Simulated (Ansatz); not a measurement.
Pair distribution function (total) of Au (fcc), cell Au32, with the crystal as the starting point [in the run: it stayed crystalline; mean temperature 825 K (target 840 K); density 16.91 g/cm³, volume +14 % from the start crystal's; 2×2×2 k-points, which a denser mesh shifts by -0.7 GPa in pressure and 0.04 eV/Å in forces], from MD at 825 K. All values below come from PBE, large-core Au (plane waves, PAW; Ansatz, an electronic-structure program). Volume per atom 19.34 Å³, mean pressure 0.1 GPa. 

```
r (Å) | g(r)
     1.90 |  0.00
     1.94 |  0.00
     1.98 |  0.00
     2.02 |  0.00
     2.06 |  0.00
     2.10 |  0.00
     2.14 |  0.00
     2.18 |  0.00
     2.22 |  0.00
     2.26 |  0.00
     2.30 |  0.00
     2.34 |  0.00
     2.38 |  0.00
     2.42 |  0.01
     2.46 |  0.01
     2.50 |  0.05
     2.54 | # 0.15
     2.58 | ### 0.35
     2.62 | ###### 0.71
     2.66 | ########## 1.28
     2.70 | ############### 1.85
     2.74 | ##################### 2.58
     2.78 | ######################### 3.11
     2.82 | ########################### 3.37
     2.86 | ############################# 3.61
     2.90 | ############################## 3.77
     2.94 | ############################ 3.46
     2.98 | ############################ 3.49
     3.02 | ########################## 3.24
     3.06 | ####################### 2.89
     3.10 | ###################### 2.73
     3.14 | ################## 2.29
     3.18 | ################ 1.98
     3.22 | ############## 1.71
     3.26 | ########### 1.43
     3.30 | ########## 1.26
     3.34 | ######## 1.05
     3.38 | ####### 0.90
     3.42 | ###### 0.79
     3.46 | ##### 0.65
     3.50 | #### 0.54
     3.54 | #### 0.47
     3.58 | ### 0.40
     3.62 | ### 0.35
     3.66 | ## 0.29
     3.70 | ### 0.33
     3.74 | ## 0.28
     3.78 | ## 0.29
     3.82 | ### 0.32
     3.86 | ### 0.34
     3.90 | ### 0.35
     3.94 | ### 0.40
     3.98 | ### 0.44
     4.02 | #### 0.53
     4.06 | ##### 0.58
     4.10 | ##### 0.59
     4.14 | ##### 0.58
     4.18 | ###### 0.69
     4.22 | ##### 0.65
```

Question: From these data, give where the first shell ends and the number of neighbours in it.

Answer: first minimum near 3.7 Å (g down to about 0.28); 12.2 neighbours in the shell, from n = 4πρ∫r²g(r)dr.
